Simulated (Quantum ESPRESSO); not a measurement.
Quantum ESPRESSO 7.5, DFT, PBE, plane waves, PseudoDojo 0.5 standard norm-conserving PBE (local tails restored to the Coulomb form): fluorite CaF2, 3 atoms. Basis and mesh were picked for this test and aren't claimed converged.

```
Property                                           Result
------------------------  -------------------------------
cell                      3.86, 3.86, 3.86 Å; 60, 60, 60°
task                                      phonons by DFPT
k mesh                                              8×8×8
ecutwfc                                             84 Ry
ecutrho                                            336 Ry
occupations                                         fixed
conv_thr                                         1e-12 Ry
tprnfor                                              true
tstress                                             false
tr2_ph                                              1e-14
q                         [0.25, 0, 0] 2π/alat, Cartesian
k-point pools (-nk)                                    16
k-points computed                                     200
bands                                                  12
electrons                                              24
G-vectors of the density                            28643
FFT grid                                         45×45×45
symmetry operations                                    48
```

Machine: one whole node, Intel Xeon 6 (Granite Rapids), 96 cores on 1 socket, 2 hardware threads a core, 3 L3 cache groups, 3 NUMA nodes.

Wall times, medians of two to five repeats, each run alone on the node (launch to exit). Unless noted, each process is bound to its own block of adjacent cores. The build: conda-forge: Open MPI 5.0, OpenMP, OpenBLAS 0.3.34 (pthreads), FFTW, ScaLAPACK, ELPA; another build can shift the numbers. Scratch files lie in a memory file system. A preparatory run goes ahead and isn't timed.

Started as
```bash
# ahead of the timed run: OMP_NUM_THREADS=1 mpirun -np 96 pw.x -nk 16 -in first.in
OMP_NUM_THREADS=1 mpirun -np 96 ph.x -nk 16 -in ph.in
```
(96 ranks) it takes 26 s and 44 response iterations (all representations).

Task: Predict the time once the run is changed to 48 ranks.

Result: About 36 s (2 runs within 1 %): 1.4× as long, on 48 cores in place of 96, so 0.69× the core-time. The largest move is in solving the linear systems (cgsolve): 19 s to 27 s. Change in the result: frequencies (largest shift) 0.0012 cm⁻¹.
